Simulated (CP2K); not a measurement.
Band structure of SrO (Fm-3m, 2 atoms in the cell).

```
CELL_PARAMETERS angstrom
      3.64867     0.00000     0.00000
      1.82434     3.15984     0.00000
      1.82434     1.05328     2.97913
ATOMIC_POSITIONS crystal
  Sr 0.00000 0.00000 0.00000
  O  0.50000 0.50000 0.50000
```

Computed with CP2K with PBE, GPW, DZVP-MOLOPT-SR-GTH basis, GTH-PBE potentials (GTH_POTENTIALS).

Settings: CUTOFF = 500 Ry; REL_CUTOFF = 40 Ry; SMEAR/METHOD = FERMI_DIRAC; ELECTRONIC_TEMPERATURE = 580.23 K; KPOINTS/SCHEME = MONKHORST-PACK 8 8 8; GAMMA_CENTERED = T; XC_FUNCTIONAL = PBE; Sr/BASIS_SET = DZVP-MOLOPT-SR-GTH-q10; Sr/POTENTIAL = GTH-PBE-q10; O/BASIS_SET = DZVP-MOLOPT-SR-GTH-q6; O/POTENTIAL = GTH-PBE-q6; METHOD = GPW; EPS_DEFAULT = 1e-11; EXTRAPOLATION = USE_GUESS.

The starting cell has typed, rounded lattice constants, without a prior relaxation at this level. Values carry the incompleteness of an atom-centred basis.

Problem. Predict the gap along the standard path and the places of the band edges.

Solution. The gap along the path is 3.41 eV, from Γ to X; the smallest direct gap on it is 3.54 eV.

Levels in eV from the top of the valence band on the SCF mesh, bands 5 to 9:
| point | 5 | 6 | 7 | 8 | 9 |
|---|---|---|---|---|---|
| Γ | -14.35 | 0.00 | 0.00 | 0.00 | 3.81 |
| X | -14.70 | -0.54 | -0.13 | -0.13 | 3.41 |
| W | -13.68 | -1.17 | -0.53 | -0.53 | 6.11 |
| K | -13.83 | -1.03 | -0.63 | -0.57 | 4.93 |
| L | -13.03 | -2.26 | -1.19 | -1.19 | 6.57 |
| U | -13.83 | -1.03 | -0.63 | -0.57 | 4.93 |

Higher empty bands are left out: an atom-centred basis made for the valence describes them poorly.
